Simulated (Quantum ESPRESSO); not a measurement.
Troubleshooting Quantum ESPRESSO: a failed run on BaZn₂Sn₂ (P4/nmm, 10 atoms in the cell). The aim is a self-consistent single point with DFT, PBEsol, plane waves, PSlibrary PAW (PBE) pseudopotentials.

Cell that was meant: a = 4.7821 Å, b = 4.7821 Å, c = 11.2742 Å, α = 90.00°, β = 90.00°, γ = 90.00°.

Part of the input:

```fortran
  smearing = 'fd',
  degauss = 0.0099958,
  input_dft = 'pbesol',
&ELECTRONS
  conv_thr = 1.0e-11,
  mixing_beta = 0.7,
/
```

The program printed (abridged):

```
     This program is part of the open-source Quantum ESPRESSO suite
     for quantum simulation of materials; please cite

 %%%%%%%%%%%%%%%%%%%%%%%%%%%%%%%%%%%%%%%%%%%%%%%%%%%%%%%%%%%%%%%%%%%%%%%%%%%%%%
     Error in routine  read_namelists (1):
      bad line in namelist &system: "&ELECTRONS" (error could be in the previous line)
 %%%%%%%%%%%%%%%%%%%%%%%%%%%%%%%%%%%%%%%%%%%%%%%%%%%%%%%%%%%%%%%%%%%%%%%%%%%%%%

     stopping ...
```

### Question
Read the log: what does the program object to, and what is the fix?

### Answer
The fault is a namelist without its closing slash. The reader runs on into the next namelist. To fix it, close the namelist. The program stopped before any SCF iteration.

An input that runs soundly differs in these lines (not the only fix; some lines may just follow from the change or write a value another way):
```diff
+/
```

With that input, the run converged in 22 iterations: free energy E − TS -48573.0333 eV; Fermi level (on the code's own zero) 9.90 eV; pressure -2.87 GPa; largest force (vector length) 0.042 eV/Å (DFT, PBEsol, plane waves, PSlibrary PAW (PBE) pseudopotentials).

On the sound input: the starting cell comes from a database of computed structures (which also holds hypothetical and non-ambient phases and stackings), without a prior relaxation at this level.
